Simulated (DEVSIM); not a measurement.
System: illuminated GaSb p-on-n cell, one wavelength, at 300 K.

| layer (left to right) | material | thickness (μm) | Nd (cm⁻³) | Na (cm⁻³) | τn (s) | τp (s) | absorption coefficient (cm⁻¹) |
|---|---|---|---|---|---|---|---|
| 1 | GaSb | 0.280 | - | 6.2e17 | 3.9e-9 | 2.6e-9 | 6300 |
| 2 | GaSb | 2.00 | 1.3e16 | - | 4.4e-8 | 4.4e-8 | 6300 |

Left contact: ohmic, minority electron recombination velocity 5000 cm/s. Right contact: ohmic, minority hole recombination velocity 2000 cm/s. Voltage is applied to the left contact. Recombination: SRH at mid-gap, radiative. Light enters at the left, 1.8e17 photons cm⁻² s⁻¹, one pass, no reflection. Mobility is μmin + (μ − μmin)/(1 + (N/Nref)^α).

This is a model device: material constants are rounded textbook-type values typed into the input, and sizes, dopings and lifetimes were drawn at random. Values at 300 K.

| parameter | GaSb |
|---|---|
| gap (eV) | 0.726 |
| affinity (eV) | 4.06 |
| permittivity | 15.7 |
| Nc (cm⁻³) | 2.1e17 |
| Nv (cm⁻³) | 1.8e19 |
| μn (cm²/Vs) | 5000 |
| μp (cm²/Vs) | 850 |
| μn,min | 1000 |
| μp,min | 190 |
| Nref,n | 2.8e17 |
| Nref,p | 9e17 |
| αn | 1.05 |
| αp | 0.65 |
| B (cm³/s) | 1e-10 |

Model (solved in DEVSIM): 1D drift-diffusion, Boltzmann statistics, complete ionisation; no tunnelling, impact ionisation, image-force lowering or self-heating.

### Question
Tabulate band edges, carrier densities and field at -2.0 V on the left contact, in the dark.

### Answer
Energies count from the Fermi level of the right contact; mesh points crowd at the junctions.

```
x (μm)   Ec (eV)  Ev (eV)  n (cm⁻³)  p (cm⁻³)  field (V/cm)
-------  -------  -------  --------  --------  ------------
0.000      2.639    1.913     17000    6.2e17           ≈ 0
0.01604    2.639    1.913     16000    6.2e17           ≈ 0
0.04087    2.639    1.913     15000    6.2e17           ≈ 0
0.07574    2.639    1.913     14000    6.2e17           ≈ 0
0.1510     2.639    1.913      9200    6.2e17           ≈ 0
0.2071     2.639    1.913      5200    6.2e17           ≈ 0
0.2433     2.639    1.913      2200    6.1e17          -490
0.2720     2.611    1.885       410    2.1e17        -40000
0.2854     2.514    1.788       220    4.9e15        -85000
0.3058     2.344    1.618     13000    6.8e12        -82000
0.3367     2.098    1.371    150000     5.1e8        -77000
0.4153     1.535    0.809    630000   9400000        -66000
0.5238     0.911    0.185   1700000   7700000        -49000
0.7059     0.260   -0.466    8.9e12    890000        -22000
1.142      0.072   -0.654    1.3e16   1300000           ≈ 0
1.589      0.072   -0.654    1.3e16   2900000           ≈ 0
1.878      0.072   -0.654    1.3e16   3700000           ≈ 0
2.040      0.072   -0.654    1.3e16   4100000           ≈ 0
2.170      0.072   -0.654    1.3e16   4400000           ≈ 0
2.224      0.072   -0.654    1.3e16   4500000           ≈ 0
2.257      0.072   -0.654    1.3e16   4500000           ≈ 0
2.280      0.072   -0.654    1.3e16   4600000           ≈ 0
```
